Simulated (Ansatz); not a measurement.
Consider Zr-vacancy pair (Zr on one host Ru site, one Ru site vacant) in hcp Ru, neutral cell. Computed with PBE, PAW (plane waves to 420 eV; Ansatz, a quantum-chemistry and plane-wave program).

Settings: 36 host sites, the relaxed PBE lattice, a 2×2×2 k-point mesh shifted by half a step along c, smearing 0.10 eV, spin-restricted, no image-charge correction. No zero-point or tunnelling terms. Forms of the defect that were not tried may lie lower. The start lies 0.039 eV above the lowest site run (PBE).

Barriers: single points on a 4×4×4 k-point mesh shifted by half a step along c at the bands' geometries (they differ from the bands' own by up to 0.16 eV, and are uncertain by about as much).

Relaxed starting cell (atoms counted from 1):

```yaml
crystal:
  lattice:
    - [8.16420, 0.00000, 0.00000]
    - [-4.08210, 7.07041, 0.00000]
    - [0.00000, 0.00000, 8.58609]
  atoms:
    - { symbol: Zr, position: [0.08444, 0.21903, 0.12477] }
    - { symbol: Ru, position: [0.10853, 0.22000, 0.62478] }
    - { symbol: Ru, position: [0.11620, 0.56917, 0.12480] }
    - { symbol: Ru, position: [0.10524, 0.55456, 0.62476] }
    - { symbol: Ru, position: [0.10883, 0.88662, 0.12475] }
    - { symbol: Ru, position: [0.10687, 0.88529, 0.62474] }
    - { symbol: Ru, position: [0.44680, 0.22100, 0.12475] }
    - { symbol: Ru, position: [0.44660, 0.22140, 0.62480] }
    - { symbol: Ru, position: [0.44234, 0.55199, 0.12480] }
    - { symbol: Ru, position: [0.44423, 0.55174, 0.62477] }
    - { symbol: Ru, position: [0.44311, 0.88651, 0.12478] }
    - { symbol: Ru, position: [0.44340, 0.88870, 0.62479] }
    - { symbol: Ru, position: [0.77478, 0.22270, 0.62482] }
    - { symbol: Ru, position: [0.77549, 0.55102, 0.12480] }
    - { symbol: Ru, position: [0.77555, 0.55079, 0.62479] }
    - { symbol: Ru, position: [0.76662, 0.87254, 0.12477] }
    - { symbol: Ru, position: [0.77365, 0.88015, 0.62475] }
    - { symbol: Ru, position: [0.22162, 0.10930, 0.37924] }
    - { symbol: Ru, position: [0.22160, 0.10929, 0.87032] }
    - { symbol: Ru, position: [0.21938, 0.44585, 0.38256] }
    - { symbol: Ru, position: [0.21939, 0.44588, 0.86697] }
    - { symbol: Ru, position: [0.22153, 0.77988, 0.37605] }
    - { symbol: Ru, position: [0.22149, 0.77983, 0.87353] }
    - { symbol: Ru, position: [0.55845, 0.11090, 0.37257] }
    - { symbol: Ru, position: [0.55847, 0.11089, 0.87705] }
    - { symbol: Ru, position: [0.55272, 0.44007, 0.37301] }
    - { symbol: Ru, position: [0.55275, 0.44011, 0.87652] }
    - { symbol: Ru, position: [0.55167, 0.77483, 0.37600] }
    - { symbol: Ru, position: [0.55167, 0.77481, 0.87360] }
    - { symbol: Ru, position: [0.87806, 0.10162, 0.38540] }
    - { symbol: Ru, position: [0.87804, 0.10154, 0.86415] }
    - { symbol: Ru, position: [0.88819, 0.43695, 0.37127] }
    - { symbol: Ru, position: [0.88819, 0.43704, 0.87810] }
    - { symbol: Ru, position: [0.88770, 0.77599, 0.37411] }
    - { symbol: Ru, position: [0.88769, 0.77597, 0.87548] }
```

End state 1 differs by these moves (Å; atoms that move under 0.08 Å are left out):

```tsv
atom	element	Δx	Δy	Δz
1	Zr	-2.32	0.00	0.00
20	Ru	-0.01	-0.06	-0.10
21	Ru	-0.01	-0.06	0.10
30	Ru	0.09	0.00	0.00
31	Ru	0.09	0.00	0.00
32	Ru	-0.01	0.06	0.10
33	Ru	-0.01	0.06	-0.10
```

Task: Predict the forward and backward barriers to end state 1 from PBE, PAW.

Result: forward 0.84 eV, backward 0.84 eV; at the saddle point atom 1 has neighbours 3 Ru at 2.53, Ru at 2.61, 4 Ru at 2.95 Å. The saddle point's order was not checked, and it lies on a symmetry element of the cell, where a band can be held.
